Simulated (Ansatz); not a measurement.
The reference is AlRu in the CsCl type structure (space group Pm-3m, No. 221; relaxed with 0.1 eV smearing).

```
AlRu
1.0
    2.95452     0.00000     0.00000
    0.00000     2.95452     0.00000
    0.00000     0.00000     2.95452
Al Ru
1 1
Direct
  0.50000   0.50000   0.50000
  0.00000   0.00000   0.00000
```

Cartesian axes are those of the cell as printed.

The values are results of DFT with LDA, PAW potentials and a 420 eV plane-wave cutoff in Ansatz (a program for electronic structure), without spin-orbit coupling, not measurements.

Perturbation: every lattice vector is shortened by 1.00 %, atoms relaxed at fixed cell.

Problem. Predict the stress tensor and what it implies for the stiffness.

Solution. Stress of the strained cell less that of the base (GPa, compression positive):
```
    7.4     0.0     0.0
    0.0     7.4     0.0
    0.0     0.0     7.4
```

Then B = −ΔP/(ΔV/V₀) with ΔV/V₀ = -0.0297 gives secant stiffness values (nonlinear terms included at this strain): B ≈ 251 GPa.

As a check, the harmonic strain energy −½ V₀ Δσ:ε is 9.0 meV/atom; the computed energy rise is 8.7 meV/atom.

Whether these cells are dynamically stable was not tested. The final runs are not spin-polarised.
